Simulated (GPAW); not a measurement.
GPAW run on Ag2O (P-3m1, 3 atoms in the cell): self-consistent single point.

Method: LDA (Perdew-Wang 92), GPAW PAW datasets LDA (gpaw-data 1.0.1) (plane waves; GPAW).

```
CELL_PARAMETERS angstrom
      3.21547     0.00000     0.00000
     -1.60773     2.78468     0.00000
      0.00000     0.00000     4.98855
ATOMIC_POSITIONS crystal
  Ag 0.66667 0.33333 0.28738
  Ag 0.33333 0.66667 0.71262
  O  0.00000 0.00000 0.00000
```

Reference input (self-consistent single point, DFT PBEsol, plane waves, GPAW PAW datasets PBEsol (made by gpaw-setup)): mode = pw; ecut = 900 eV; xc = PBEsol; kpts = 14 14 8; mesh shift (steps) = 0 0 0; occupations.name = methfessel-paxton; occupations.width = 0.1 eV; occupations.order = 0; nbands = -11; convergence.density = 1e-05 e/electron; symmetry.symmorphic = false; symmetry.tolerance = 0.0005. This run's input differs from it in these lines:

```diff
@@ -14,3 +14,3 @@
 calc = GPAW(mode=PW(900),
-            xc='PBEsol',
+            xc='LDA',
             kpts={'size': (14, 14, 8), 'gamma': True},
```

Its files differ too (potentials: GPAW PAW datasets LDA (gpaw-data 1.0.1)).

Output, abridged:

```
     iter     time        total  log10-change:
                         energy   eigst   dens
iter:   1 --:--:--   -15.935343
iter:   2 --:--:--   -15.019337   -2.18  -1.34
iter:   3 --:--:--   -13.656732   -1.90  -1.40
iter:   4 --:--:--   -13.905197   -2.52  -1.67
iter:   5 --:--:--   -13.611765   -2.74  -1.62
iter:   6 --:--:--   -13.568562   -3.38  -1.97
iter:   7 --:--:--   -13.558481   -3.60  -2.36
iter:   8 --:--:--   -13.556959c  -5.37  -2.70
iter:   9 --:--:--   -13.556566c  -5.40  -3.03
iter:  10 --:--:--   -13.556542c  -6.31  -3.52
iter:  11 --:--:--   -13.556536c  -7.01  -3.87
iter:  12 --:--:--   -13.556526c  -7.27  -3.99
iter:  13 --:--:--   -13.556525c  -8.23c -4.21
iter:  14 --:--:--   -13.556525c  -7.70c -4.26
iter:  15 --:--:--   -13.556525c  -9.05c -4.37
iter:  16 --:--:--   -13.556525c  -7.96c -4.42
iter:  17 --:--:--   -13.556525c  -9.42c -4.74
iter:  18 --:--:--   -13.556526c  -8.53c -4.78
iter:  19 --:--:--   -13.556526c -10.24c -4.88
iter:  20 --:--:--   -13.556526c  -9.71c -4.94
iter:  21 --:--:--   -13.556526c  -9.55c -5.12c
Converged after 21 iterations.

Dipole moment: (-0.000000, 0.000000, 0.000000) |e|*Ang

Energy contributions relative to reference atoms: (reference = -290956.972575)

Kinetic:         -2.362578
Potential:       -1.002492
External:        +0.000000
XC:             -10.530679
Entropy (-ST):   -0.011441
Local:           +0.344944
SIC:             +0.000000
--------------------------
Free energy:    -13.562247
Extrapolated:   -13.556526

Showing only first 2 kpts
 Kpt  Band  Eigenvalues  Occupancy
  0    18      3.44451    2.00000
  0    19      5.74216    0.00241
  0    20      5.74217    0.00241
  0    21     10.80304    0.00000

  1    18      3.66466    2.00000
  1    19      5.67297    0.03978
  1    20      5.67297    0.03978
  1    21      9.96462    0.00000

Fermi level: 5.52759

No gap
No difference between direct/indirect transitions
Energy (eV): -13.556526

Forces in eV/Ang:
  0 Ag    0.00000    0.00000   -0.00659
  1 Ag   -0.00000    0.00000    0.00659
  2 O     0.00000    0.00000    0.00000

Stress tensor:
     0.076441     0.000000     0.000000
     0.000000     0.076441     0.000000
     0.000000     0.000000     0.087297
Stress (GPa, Voigt): [12.2472 12.2472 13.9866  0.      0.      0.    ]
```

The run converged in 21 iterations. GPAW prints stress with tension positive. Against the reference run the largest force goes from 0.024 to 0.007 eV/Å.

At such cutoffs GPAW's stress carries a finite-basis (Pulay) error, which enters relaxed cells too; its log prints stress with tension positive.

The starting cell comes from a database of computed structures (which also holds hypothetical and non-ambient phases and stackings), without a prior relaxation at this level. The run gives no clean gap (levels at the Fermi energy touch, overlap or are partly filled at this smearing), which alone does not show that the compound is a metal.

Cost on one core of a shared machine: roughly 3 min.
